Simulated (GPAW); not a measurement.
A self-consistent single point of LuNi2Ge2 (I4/mmm, 5 atoms in the cell) with GPAW

Computed with LDA (Perdew-Wang 92), GPAW PAW datasets LDA (gpaw-data 1.0.1) (plane waves; GPAW).

Input:

```python
from ase import Atoms
from ase.units import GPa
from gpaw import GPAW

atoms = Atoms(['Lu', 'Ni', 'Ni', 'Ge', 'Ge'],
              cell=[[-2.021025, 2.021025, 4.903675],
                    [2.021025, -2.021025, 4.903675],
                    [2.021025, 2.021025, -4.903675]],
              scaled_positions=[[0.000000, 0.000000, 0.000000],
                                [0.250000, 0.750000, 0.500000],
                                [0.750000, 0.250000, 0.500000],
                                [0.627090, 0.627090, 0.000000],
                                [0.372910, 0.372910, 0.000000]],
              pbc=True)

calc = GPAW(mode={'name': 'pw', 'ecut': 850},
            xc='LDA',
            kpts=(7, 7, 7),
            occupations={'name': 'fermi-dirac', 'width': 0.1},
            nbands=-9,
            convergence={'density': 1e-05},
            symmetry={'symmorphic': False, 'tolerance': 0.0005},
            maxiter=100)

atoms.calc = calc

energy = atoms.get_potential_energy()
print('Energy (eV):', round(energy, 6))
forces = atoms.get_forces()
print('Forces (eV/Ang):')
print(forces.round(5))
stress = atoms.get_stress()
print('Stress (GPa, Voigt):', (stress / GPa).round(4))
```

Log, with long lists cut:

```
Input parameters:
  convergence: {density: 1e-05}
  kpts: [7 7 7]
  maxiter: 100
  mode: {ecut: 850,
         name: pw}
  nbands: -9
  occupations: {name: fermi-dirac,
                width: 0.1}
  symmetry: {symmorphic: False,
             tolerance: 0.0005}

species:
  Lu:
    name: Lutetium
    Z: 71.0
    valence: 25
    core: 46
    charge: 0.0
    file: Lu.LDA.gz

    # Using partial waves for Lu as LCAO basis

  Ni:
    name: Nickel
    Z: 28.0
    valence: 16
    core: 12
    charge: 0.0
    file: Ni.LDA.gz

    # Using partial waves for Ni as LCAO basis

  Ge:
    name: Germanium
    Z: 32.0
    valence: 4
    core: 28
    charge: 0.0
    file: Ge.LDA.gz

    # Using partial waves for Ge as LCAO basis

Reference energy: -592683.986243  # eV

Spin-paired calculation

Convergence criteria:
 Maximum [total energy] change in last 3 cyles: 0.0005 eV / valence electron
 Maximum integral of absolute [dens]ity change: 1e-05 electrons / valence electron
 Maximum integral of absolute [eigenst]ate change: 4e-08 eV^2 / valence electron
 Maximum number of scf [iter]ations: 100

Symmetries present (total): 16
Symmetries with fractional translations: 0
343 k-points: 7 x 7 x 7 Monkhorst-Pack grid
40 k-points in the irreducible part of the Brillouin zone
       k-points in crystal coordinates                weights
   0:     0.00000000    0.00000000    0.00000000          1/343
   1:     0.14285714   -0.14285714    0.00000000          4/343
   2:     0.14285714   -0.14285714    0.14285714          4/343
   [... 7 lines left out ...]
          ...
  39:     0.42857143    0.42857143    0.42857143          8/343

Wave functions: Plane wave expansion
  Cutoff energy: 850.000 eV
  Number of coefficients (min, max): 4492, 4543
  Pulay-stress correction: 0.000000 eV/Ang^3 (de/decut=0.000000)

Occupation numbers: Fermi-Dirac:
  width: 0.1000  # eV

Eigensolver

Densities:
  Coarse grid: 40*40*40 grid
  Fine grid: 80*80*80 grid
  Total Charge: 0.000000

Density mixing:
  Method: separate
  Backend: pulay
  Linear mixing parameter: 0.05
  old densities: 5
  Damping of long wavelength oscillations: 50

Hamiltonian:
  XC and Coulomb potentials evaluated on a 80*80*80 grid
  External potential:
    NoExternalPotential

Number of atoms: 5
Number of atomic orbitals: 52
Number of bands in calculation: 41
Number of valence electrons: 65
Bands to converge: occupied

Density initialized from atomic densities
  41 bands from LCAO basis set

Atomic positions and initial magnetic moments

Positions:
   0 Lu     0.000000    0.000000    0.000000    ( 0.0000,  0.0000,  0.0000)
   1 Ni     2.021025    0.000000    2.451837    ( 0.0000,  0.0000,  0.0000)
   2 Ni     0.000000    2.021025    2.451837    ( 0.0000,  0.0000,  0.0000)
   3 Ge    -0.000000    0.000000    6.150091    ( 0.0000,  0.0000,  0.0000)
   4 Ge     0.000000   -0.000000    3.657259    ( 0.0000,  0.0000,  0.0000)

Unit cell:
           periodic     x           y           z      points  spacing
  1. axis:    yes   -2.021025    2.021025    4.903675    40     0.0934
  2. axis:    yes    2.021025   -2.021025    4.903675    40     0.0934
  3. axis:    yes    2.021025    2.021025   -4.903675    40     0.0715

  Lengths:   5.675836   5.675836   5.675836
  Angles:  138.281276 138.281276  60.472483

Effective grid spacing dv^(1/3) = 0.1078

     iter     time        total  log10-change:
                         energy   eigst   dens
iter:   1 --:--:--   -38.181689
iter:   2 --:--:--   -36.531081   -0.47  -1.45
iter:   3 --:--:--   -35.467769   -0.79  -1.51
iter:   4 --:--:--   -36.040821   -1.28  -1.60
iter:   5 --:--:--   -36.279758   -0.58  -1.63
iter:   6 --:--:--   -36.255879   -1.89  -1.62
iter:   7 --:--:--   -35.358784   -1.64  -1.62
iter:   8 --:--:--   -35.370246   -2.52  -1.97
iter:   9 --:--:--   -35.335640   -2.57  -1.98
iter:  10 --:--:--   -35.252955   -2.64  -2.10
iter:  11 --:--:--   -35.252302   -3.08  -2.45
iter:  12 --:--:--   -35.246919c  -3.38  -2.60
iter:  13 --:--:--   -35.247903c  -4.46  -2.66
iter:  14 --:--:--   -35.252511c  -3.51  -2.65
iter:  15 --:--:--   -35.247007c  -3.84  -2.53
iter:  16 --:--:--   -35.246383c  -3.93  -2.70
iter:  17 --:--:--   -35.243777c  -3.10  -2.89
   [... 4 lines left out ...]
iter:  22 --:--:--   -35.241936c  -6.21  -3.70
iter:  23 --:--:--   -35.241927c  -6.47  -3.89
iter:  24 --:--:--   -35.241892c  -7.06  -4.05
iter:  25 --:--:--   -35.241858c  -6.05  -4.10
iter:  26 --:--:--   -35.241858c  -6.37  -4.21
iter:  27 --:--:--   -35.241866c  -7.64c -4.23
iter:  28 --:--:--   -35.241880c  -6.20  -4.25
iter:  29 --:--:--   -35.241879c  -7.40  -4.50
iter:  30 --:--:--   -35.241876c  -7.67c -4.57
iter:  31 --:--:--   -35.241877c  -8.42c -5.17c

Converged after 31 iterations.

Dipole moment: (0.000000, -0.000000, 0.000000) |e|*Ang

Energy contributions relative to reference atoms: (reference = -592683.986243)

Kinetic:        +36.595793
Potential:      -28.476312
External:        +0.000000
XC:             -43.339169
Entropy (-ST):   -0.104984
Local:           +0.030302
SIC:             +0.000000
--------------------------
Free energy:    -35.294369
Extrapolated:   -35.241877

Showing only first 2 kpts
 Kpt  Band  Eigenvalues  Occupancy
  0    30      7.63744    1.99999
  0    31      8.05944    1.99916
  0    32      8.58006    1.85790
  0    33     10.67272    0.00000

  1    30      7.54434    2.00000
  1    31      8.26443    1.99351
  1    32      8.34878    1.98497
  1    33      9.20561    0.04897

Fermi level: 8.83713

No gap
No difference between direct/indirect transitions
Energy (eV): -35.241877

Forces in eV/Ang:
  0 Lu   -0.00000    0.00000   -0.00000
  1 Ni   -0.00000    0.00000    0.00000
  2 Ni    0.00000   -0.00000    0.00000
  3 Ge   -0.00000   -0.00000    0.32633
  4 Ge    0.00000    0.00000   -0.32633

Stress tensor:
     0.065460     0.000000     0.000000
     0.000000     0.065460     0.000000
     0.000000     0.000000     0.060287
Stress (GPa, Voigt): [10.4878 10.4878  9.6591  0.      0.      0.    ]
```

The run converged in 31 iterations. GPAW prints stress with tension positive.

The starting cell comes from a database of computed structures (which also holds hypothetical and non-ambient phases and stackings), without a prior relaxation at this level. Its lattice was rescaled by a random factor within 2.5 % of one. Spin-orbit coupling is off. Spin polarisation is off. With a pressure of about -10 GPa the cell is away from its equilibrium volume at this level.

Cost on one core of a shared machine: roughly 6 min.
